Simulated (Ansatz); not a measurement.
Level of theory: PBE (plane waves to 420 eV, PAW; Ansatz, a first-principles code).

Electrostatic potential energy of an electron, averaged over planes parallel to the surface, in eV from the Fermi level, for Cu on the 1x1 (0001) surface of hcp Sc, one in a 2x2 cell, started at the site 'hollow Sc-Sc-Sc over Sc at depth 2.5 Å':

(z (Å), V (eV)): (5.34, 3.57); (5.62, 3.57); (5.91, 3.56); (6.19, 3.54); (6.47, 3.52); (6.75, 3.47); (7.03, 3.38); (7.31, 3.23); (7.59, 2.96); (7.88, 2.51); (8.16, 1.76); (8.44, 0.56); (8.72, -1.49); (9.00, -4.81); (9.28, -9.35); (9.56, -12.84); (9.84, -12.35); (10.12, -8.11); (10.41, -3.38); (10.69, -0.44); (10.97, 0.39); (11.25, -0.88); (11.53, -4.17); (11.81, -8.99); (12.09, -12.48); (12.38, -11.80); (12.66, -7.55); (12.94, -3.04); (13.22, -0.24); (13.50, 0.63); (13.78, -0.28); (14.06, -3.14); (14.34, -7.67); (14.62, -11.87); (14.91, -12.45); (15.19, -8.90); (15.47, -4.11); (15.75, -0.83); (16.03, 0.46); (16.31, -0.31); (16.59, -3.16); (16.88, -7.79); (17.16, -12.09); (17.44, -12.80); (17.72, -9.48); (18.00, -4.93); (18.28, -1.67); (18.56, -0.29); (18.84, -0.21); (19.12, -0.14); (19.41, 0.34); (19.69, 1.38); (19.97, 2.64); (20.25, 3.32); (20.53, 3.59); (20.81, 3.72); (21.09, 3.79); (21.38, 3.82); (21.66, 3.84); (21.94, 3.85); (22.22, 3.85); (22.50, 3.86); (22.78, 3.86); (23.06, 3.86); (23.34, 3.86); (23.62, 3.86)

Model: 17-atom slab, 7.6 Å thick at the start under the adsorbate (thin: gaps and levels are the slab's own), 5x5x1 mesh, Fermi-Dirac 0.1 eV, dipole correction, 8 atoms held, the rest relaxed; symmetry of the start imposed; no spin, no spin-orbit, no U, no dispersion correction. At the end it is bonded to 3 Sc. In PBE it is, or lies within 0.03 eV of, the lowest of the starts that converged.

The vacuum level lies 3.86 eV above the Fermi level over the top face and 3.58 eV above it under the bottom face.
